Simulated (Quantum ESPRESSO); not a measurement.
Quantum ESPRESSO run on CaPt2 (R3m, 6 atoms in the cell): relaxation of the atoms.

Method: LDA (PZ), GBRV 1.5 ultrasoft (LDA) pseudopotentials (plane waves; Quantum ESPRESSO).

The input file:

```fortran
&CONTROL
  calculation = 'relax'
  prefix = 'capt2'
  outdir = './tmp/'
  pseudo_dir = './'
  forc_conv_thr = 3.9e-05
/
&SYSTEM
  ibrav = 5
  A = 5.3900388193
  cosAB = 0.500000000000
  nat = 6
  ntyp = 2
  ecutwfc = 40
  ecutrho = 320
  occupations = 'smearing'
  smearing = 'gauss'
  degauss = 0.0073499
/
&ELECTRONS
  conv_thr = 1.0e-11
/
&IONS
/
ATOMIC_SPECIES
Ca    40.0780  ca_lda_v1.uspp.F.UPF
Pt   195.0840  pt_lda_v1.4.uspp.F.UPF
ATOMIC_POSITIONS {crystal}
Ca    0.0113610000    0.0113610000    0.0113610000
Ca    0.2500000000    0.2500000000    0.2500000000
Pt    0.1250000000    0.6250000000    0.6250000000
Pt    0.6250000000    0.6250000000    0.1250000000
Pt    0.6250000000    0.1250000000    0.6250000000
Pt    0.6250000000    0.6250000000    0.6250000000
K_POINTS {automatic}
4 4 4  0 0 0
```

Output (repeated stretches shortened):

```
     Self-consistent Calculation

     iteration #  1     ecut=    40.00 Ry     beta= 0.70

     negative rho (up, down):  6.483E-01 0.000E+00

     total energy              =    -987.18463107 Ry
     estimated scf accuracy    <       9.70081092 Ry

     iteration #  2     ecut=    40.00 Ry     beta= 0.70

     negative rho (up, down):  6.869E-01 0.000E+00

     total energy              =    -992.27041741 Ry
     estimated scf accuracy    <      17.68085947 Ry

     iteration #  3     ecut=    40.00 Ry     beta= 0.70

     negative rho (up, down):  6.839E-01 0.000E+00

     total energy              =    -993.58206758 Ry
     estimated scf accuracy    <       1.71822669 Ry

   [... 11 blocks of this kind left out ...]

     iteration # 15     ecut=    40.00 Ry     beta= 0.70

     negative rho (up, down):  6.784E-01 0.000E+00

     total energy              =    -993.46205339 Ry
     estimated scf accuracy    <          1.7E-11 Ry

     iteration # 16     ecut=    40.00 Ry     beta= 0.70

     negative rho (up, down):  6.784E-01 0.000E+00
     End of self-consistent calculation

     the Fermi energy is    15.9780 ev

!    total energy              =    -993.46205339 Ry
     estimated scf accuracy    <          2.1E-13 Ry
     smearing contrib. (-TS)   =      -0.00097822 Ry
     internal energy E=F+TS    =    -993.46107517 Ry

     convergence has been achieved in  16 iterations

     negative rho (up, down):  6.784E-01 0.000E+00

     Forces acting on atoms (cartesian axes, Ry/au):

     atom    1 type  1   force =     0.00000000    0.00000000   -0.02546347
     atom    2 type  1   force =     0.00000000    0.00000000    0.01244868
     atom    3 type  2   force =    -0.00105109    0.00060685    0.00433844
     atom    4 type  2   force =     0.00105109    0.00060685    0.00433844
     atom    5 type  2   force =     0.00000000   -0.00121370    0.00433844
   [... lines left out ...]
     Total force =     0.029398     Total SCF correction =     0.000002
     the Fermi energy is    15.9812 ev
!    total energy              =    -993.46562653 Ry
     Total force =     0.000049     Total SCF correction =     0.000001
     bfgs converged in  13 scf cycles and  12 bfgs steps
     Final energy             =    -993.4656265329 Ry
   [... lines left out ...]
Ca               0.2518821410        0.2518821410        0.2518821410
Pt               0.1268983907        0.6268929900        0.6268929900
Pt               0.6268929900        0.6268929900        0.1268983907
Pt               0.6268929900        0.1268983907        0.6268929900
Pt               0.6268989146        0.6268989146        0.6268989146
End final coordinates

   JOB DONE.
```

The run converged.  The full log also holds: “WARNING: bfgs curvature condition failed, Theta= 0.928”. The full log also holds: “c_bands:  1 eigenvalues not converged”.

Summary of the result:
| Quantity | Result |
|---|---|
| Free energy E − TS | -13516.7884 eV |
| Fermi level (on the code's own zero) | 15.98 eV |
| Relaxation steps | 12 |

The starting cell comes from a database of computed structures (which also holds hypothetical and non-ambient phases and stackings), without a prior relaxation at this level. Its lattice was rescaled by up to half a per cent. For this run, on top of that: one atom moved by 0.15 angstrom. Spin-orbit coupling is off. Spin polarisation is off. The relaxation keeps the symmetry of its start, so its end need not be a minimum.

Cost on one core of a shared machine: roughly 10 min.
